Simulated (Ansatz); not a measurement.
Pb₃O₄ (Pbam, No. 55, 14 atoms in the cell; start mp-636813; a measured phase of this formula has another space group), treated with HSE06 in Ansatz (PAW).

Run with plane-wave cutoff 500 eV, 4×2×6 k mesh (along the axes of the cell as run), gaussian smearing 0.02 eV, scalar-relativistic PAW data made under PBE.

Cell (relaxed with r²SCAN):

```cif
data_O8Pb6
_chemical_formula_sum 'Pb6 O8'
_space_group_name_H-M_alt 'P 1'
_space_group_IT_number 1
_cell_length_a 6.95328
_cell_length_b 9.94868
_cell_length_c 3.44990
_cell_angle_alpha 90.000
_cell_angle_beta 90.000
_cell_angle_gamma 90.000
loop_
_space_group_symop_operation_xyz
  'x, y, z'
loop_
_atom_site_label
_atom_site_type_symbol
_atom_site_fract_x
_atom_site_fract_y
_atom_site_fract_z
_atom_site_occupancy
Pb1 Pb 0.00693 0.80979 0.00000 1
Pb2 Pb 0.99307 0.19021 0.00000 1
Pb3 Pb 0.50693 0.69021 0.00000 1
Pb4 Pb 0.49307 0.30979 0.00000 1
Pb5 Pb 0.00000 0.50000 0.50000 1
Pb6 Pb 0.50000 0.00000 0.50000 1
O1 O 0.84423 0.59230 0.00000 1
O2 O 0.15577 0.40770 0.00000 1
O3 O 0.34423 0.90770 0.00000 1
O4 O 0.65577 0.09230 0.00000 1
O5 O 0.85050 0.30943 0.50000 1
O6 O 0.14950 0.69057 0.50000 1
O7 O 0.35050 0.19057 0.50000 1
O8 O 0.64950 0.80943 0.50000 1
```

**Question.** Give the computed band gap.

**Answer.** 
- band gap = 1.87 eV (on the SCF k mesh)

Note: cell and atoms aren't relaxed at this level (largest force component 0.22 eV/Å, pressure -1.2 GPa).

Spin–orbit coupling is not included; with these elements it can move the gap by several tenths of an eV or more.

Static lattice: no zero-point or thermal effects.

The result took around 27 core-minutes (rough).

A start named mp-… is a Materials Project structure, which need not be a measured phase.

Ansatz is a program for electronic structure.
